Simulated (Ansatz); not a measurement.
## A computed series for hypothetical simple cubic Mo: response to strain

Consider Mo in the simple cubic structure (space group Pm-3m, No. 221; a = 2.601 Å; a hypothetical phase, not in the database extracts checked; relaxed with 0.1 eV smearing). Axes: x, y, z lie along the cube axes.

Strains are applied to the cell and any free atomic positions relax.

Levels (all Ansatz, a first-principles code, PAW): PBE (420 eV, no spin-orbit coupling); PBEsol (420 eV, spin-orbit coupling left out).

The base cell above is that of PBE; each level relaxes its own structures.

Notes on the quantities. energy relative to the base: free energy F.

| case | energy relative to the base, PBE | energy relative to the base, PBEsol |
|---|---|---|
| isotropic strain +1.04 % | +9.9 meV/atom | [?] |
| uniaxial strain ε_xx = −4.97 % | +63 meV/atom | [?] |
| uniaxial strain ε_xx = −1.92 % | +8.7 meV/atom | +9.1 meV/atom |
| uniaxial strain ε_yy = −1.88 % | +8.3 meV/atom | +8.7 meV/atom |
| uniaxial strain ε_yy = +2.79 % | +16 meV/atom | +17 meV/atom |

Some entries are withheld; estimate them.


- isotropic strain +1.04 %, energy relative to the base, PBEsol: +10 meV/atom
- uniaxial strain ε_xx = −4.97 %, energy relative to the base, PBEsol: +66 meV/atom

PBE lies below PBEsol in every row, by 0.4 meV/atom to 2.9 meV/atom. They put the cases in the same order.

Whether these cells are dynamically stable was not tested. The final runs are not spin-polarised.
